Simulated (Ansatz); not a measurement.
Consider PbTe in the rock salt structure (space group Fm-3m, No. 225).

```xyz
2
Lattice="0.0000 3.2847 3.2847 3.2847 0.0000 3.2847 3.2847 3.2847 0.0000" Properties=species:S:1:pos:R:3 pbc="T T T"
Te     3.2847     3.2847     3.2847
Pb     0.0000     0.0000     0.0000
```

Level of theory: Kohn–Sham DFT with the PBE functional, run in Ansatz (an electronic-structure program) with PAW and 420 eV plane waves, spin-orbit coupling left out.

Base values:

- Valley order: L along ⟨111⟩ 0.83 eV; a point along ⟨110⟩, about 0.5 Å⁻¹ from Γ 1.36 eV; a point along ⟨100⟩, about 0.3 Å⁻¹ from Γ 1.81 eV
- Electron mass: 0.31 mₑ along k, 0.11 mₑ across (at L)

Perturbation: an isotropic linear strain of +1.00 %, atoms relaxed at fixed cell.

Question: What does the calculation give for the mean gap deformation potential ΔEg/Δln V, valley order and electron mass after the change?

Answer: The mean gap deformation potential ΔEg/Δln V is +1.7 eV; the valley order (the lowest conduction-band minima on the path, energy above the VBM, named in the base's zone) goes from L along ⟨111⟩ 0.83 eV; a point along ⟨110⟩, about 0.5 Å⁻¹ from Γ 1.36 eV; a point along ⟨100⟩, about 0.3 Å⁻¹ from Γ 1.81 eV to L along ⟨111⟩ 0.88 eV; a point along ⟨110⟩, about 0.5 Å⁻¹ from Γ 1.40 eV; a point along ⟨100⟩, about 0.3 Å⁻¹ from Γ 1.83 eV; the electron mass changes from 0.31 mₑ along k, 0.11 mₑ across (at L) to 0.32 mₑ along k, 0.11 mₑ across (at L).

Spin-orbit coupling, missing from the scalar runs, can matter with Pb and Te. Effective masses come from finite differences of ±0.01 Å⁻¹. Along k means along the line from Γ to the band edge. Stability against distortions was not tested.
